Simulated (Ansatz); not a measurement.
The starting structures come from a database of crystals and need not be the phases stable at ambient conditions.

Crystal: Tl$_{2}$TeCl$_{6}$ (Fm-3m, not sure to be the ambient phase, 9 atoms a cell, 29.3 Å³ an atom); planes in its conventional cell.

These are r2SCAN (plane waves, PAW; Ansatz, a first-principles code) values and carry that method's errors.

The gap is the functional's own. No spin-orbit coupling. Mid-gap values are interpolated on the energy grid.

| plane | area of the cell (Å²) | mid-gap κ (1/Å) | largest κ in the gap (1/Å) |
|---|---|---|---|
| (001) | 51.8 | 0.33 | 0.34 |
| (110) | 73.2 | [?] | [?] |

Question: The slowest decay depends on the direction. Supply the withheld values.

Answer: 
- (110), mid-gap κ (1/Å): 0.30
- (110), largest κ in the gap (1/Å): 0.32
